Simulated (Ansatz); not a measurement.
We look at the reaction energy. Reaction: Zn (hcp) + 1/2 O2 (gas) → ZnO (wurtzite). The sign is products less reactants.

ZnO (wurtzite, P6₃mc), 108 atoms in the cell, the relaxed perfect crystal repeated, atoms not moved again, k-point mesh 3×3×2 on the run's own vectors.

Zn (hcp, P6₃/mmc), 2 atoms in the cell, k-point mesh 30×30×12 on the run's own vectors. Conventional cell: a = b = 2.647 Å, c = 5.019 Å, α = β = 90.00°, γ = 120.00°.

An isolated O2 molecule (triplet) in a box of 11 × 11 × 13 Å.

Computed with Ansatz (plane waves, PAW), its default PAW set, cutoff 420 eV, 500 eV for r2SCAN. The structures are at rest with PBE; other levels are single points on them. HSE06 runs on coarser k-point meshes, mended by the PBE difference between the two meshes. Some cells are metallic or hold partly filled levels, where a hybrid on a coarse mesh is less sure. Neutral cells; Fermi-Dirac smearing of at most 0.10 eV in the solids, energies taken to zero width. The lattices are those relaxed with PBE, so at other levels the solids can be strained, which adds to the spread. A dispersion term (D3(BJ), or D4 for r2SCAN) was computed beside these levels and is taken off wherever the name lacks it. The PAW files were made for PBE and serve at the other functionals too. Space groups of crystals are read within 0.01 Å. Static lattices, no vibrational contributions. Cells are local rest points, mostly with their start's symmetry.

Task: Predict the value from r2SCAN.

Result: -3.27 eV, for Zn (hcp) + 1/2 O2 (gas) → ZnO (wurtzite).

Task: What do the other levels give, and how wide is the spread?

Result: 
| Method | value (eV) | less r2SCAN |
|---|---|---|
| HSE06 | -3.09 | 0.18 |

The levels shown span 0.18 eV, from r2SCAN (-3.27) to HSE06 (-3.09).

Ansatz is a quantum-chemistry and plane-wave program.
